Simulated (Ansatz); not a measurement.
A working Ansatz (a program for electronic structure) input for GeSe (P4_2/mmc, 4 atoms in the cell) (DFT, PBE, plane waves, default PAW files):

Ansatz 0.2 input:
```yaml
# GeSe
crystal:
  lattice:
    - [3.90567000, 0.00000000, 0.00000000]
    - [0.00000000, 3.90567000, 0.00000000]
    - [0.00000000, 0.00000000, 6.87713100]
  atoms:
    - { symbol: Ge, position: [0.00000000, 0.50000000, 0.00000000] }
    - { symbol: Ge, position: [0.50000000, 0.00000000, 0.50000000] }
    - { symbol: Se, position: [0.00000000, 0.00000000, 0.25000000] }
    - { symbol: Se, position: [0.00000000, 0.00000000, 0.75000000] }
kpoints:
  mp_grid: { grid: [6, 6, 4] }
hamiltonian:
  xc: pbe
  pseudopotentials: { kind: paw }
scf:
  occupations: { method: cold, width: 0.05 }
output:
  forces: true
  eigenvalues: true
  stress: true
```

The run converged in 6 iterations: free energy E − TS (on the zero of these files) -19527.3569 eV; Fermi level (on the code's own zero) 7.10 eV; pressure 3.36 GPa. Each of these slips is then made, one at a time:

(1)
```diff
-    - [3.90567000, 0.00000000, 0.00000000]
-    - [0.00000000, 3.90567000, 0.00000000]
-    - [0.00000000, 0.00000000, 6.87713100]
+    - [2.06679200, 0.00000000, 0.00000000]
+    - [0.00000000, 2.06679200, 0.00000000]
+    - [0.00000000, 0.00000000, 3.63922100]
```

(2)
```diff
-  atoms:
+ atoms:
```

Question: Predict the outcome of each change.

Answer: 
(1) Cell lengths in the wrong unit (bohr against Å). The run converged in 8 iterations without an error; against the sound input the free energy goes up by 72.0 eV/atom and the pressure goes from 3.36 to 5376 GPa.

(2) Broken indentation. The program stopped before any SCF iteration.
```
Error: YAML parse error: error: line 3 column 3: crystal: missing field `atoms` (a structure is typed as `lattice` and `atoms`, a molecule's as `atoms` in Å alone, or read from a run's directory, `checkpoint`)
 --> <input>:3:3
  |
1 | # GeSe
2 | crystal:
3 |   lattice:
  |   ^ crystal: missing field `atoms` (a structure is typed as `lattice` and `a [...]
```

The starting cell was generated: these elements placed on a structure prototype, without a prior relaxation; it need not be a known phase or ordering of this composition. Its lattice was rescaled by a random factor within 2.5 % of one. In the base run, with a pressure of about 3 GPa the cell is away from its equilibrium volume at this level. Ansatz's pressure includes its estimate of the finite-basis (Pulay) stress. The run gives no clean gap (levels at the Fermi energy touch, overlap or are partly filled at this smearing), which alone does not show that the compound is a metal.

Left out of this page: 4 runs of the series outside the window shown, repeating another row's setting, or not comparable.
